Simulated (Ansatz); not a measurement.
Quick settings and what they miss: YMgAlGe2 (P3m1, 5 atoms in the cell)

Self-consistent single point.

```xyz
5
Lattice="4.2277 0.0000 0.0000 -2.1139 3.6613 0.0000 0.0000 0.0000 6.7499" Properties=species:S:1:pos:R:3 pbc="T T T"
Y      0.0000     0.0000     0.0396
Mg     2.1139     1.2204     2.4356
Al     0.0000     2.4409     4.2501
Ge     0.0000     2.4409     1.6495
Ge     2.1139     1.2204     5.1250
```

Computed with PBEsol, default PAW files made with PBE (plane waves; Ansatz, a quantum-chemistry and plane-wave program).

Base settings: basis.ecutwfc = 30.9 Ry; kpoints.mp_grid.grid = 6 6 4; hamiltonian.xc = pbesol; hamiltonian.pseudopotentials = {kind: paw} (the program's default PAW files); scf.occupations.method = methfessel_paxton; scf.occupations.width = 0.02 Ry.

Tight run (finer mesh or higher cutoff; not a proven limit): basis.ecutwfc: 30.9 Ry → 43.4 Ry; kpoints.mp_grid.grid: 6 6 4 → 9 9 6; scf.convergence.dr2_threshold: default (1e-07 eV) → 1e-09 eV. It gave Fermi level (on the code's own zero) 9.16 eV; pressure 1.51 GPa; largest force (vector length) 0.137 eV/Å.

Quick runs, as changes from the base:
- A: the base itself
- B: basis.ecutwfc: 30.9 Ry → 18.4 Ry; kpoints.mp_grid.grid: 6 6 4 → 1 1 1
- C: kpoints.mp_grid.grid: 6 6 4 → 4 4 4; scf.convergence.dr2_threshold: default (1e-07 eV) → 0.001 eV

Energies are extrapolated to zero smearing width, which holds to low order in the width alone.

The count of work is k-points × plane waves × bands × iterations; it is no time. 

Pressures in the table are Ansatz's without its Pulay estimate, at a fixed set of plane waves; the tight run's value above holds the estimate.

The starting cell comes from a database of computed structures (which also holds hypothetical and non-ambient phases and stackings), without a prior relaxation at this level. Its lattice was rescaled by a random factor within 2.5 % of one.

```
run  energy less tight (meV/atom)  pressure less tight (GPa)  largest miss in a force vector (eV/Å)  count of work / tight
---  ----------------------------  -------------------------  -------------------------------------  ---------------------
A                             5.5                       0.01                                  0.041                   0.18
B                          3747.2                      -7.43                                  1.687                 0.0059
C                            25.2                       0.02                                  0.080                  0.037
```

Among the runs at the tight run's level, the energy misses run from 5.5 to 3747.2 meV/atom.

Left out of this page: 1 run of the series outside the window shown, repeating another row's setting, or not comparable; 2 runs of the series unsound by tests on forces, stress, charge or solver warnings.

Keys are those of Ansatz 0.2.
